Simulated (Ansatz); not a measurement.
The starting structures come from a database of crystals and need not be the phases stable at ambient conditions.

By PBEsol, the system below comes out a metal.

Without scattering a metal conducts by its projected Fermi surface.

Given:

```xyz
1
Lattice="2.4611 0.0000 0.0000 -0.9222 2.2817 0.0000 0.7694 1.1409 1.9792" Properties=species:S:1:pos:R:3 pbc="T T T"
Cu     0.0000     0.0000     0.0000
```

Space group of this cell: Fmmm. The cell is strained (lengths along the current scaled by 0.97, ions clamped); by PBEsol its mean pressure is 3.9 GPa.

The current flows along the normal of the first two printed cell vectors. No spin-orbit coupling; the value is a mean over 0.1 eV about the Fermi level.

**Question.** State the ballistic conductance per area according to PBEsol in Ansatz (a first-principles code).

**Answer.** 1.2 × 10¹⁵ S/m² for both spins.
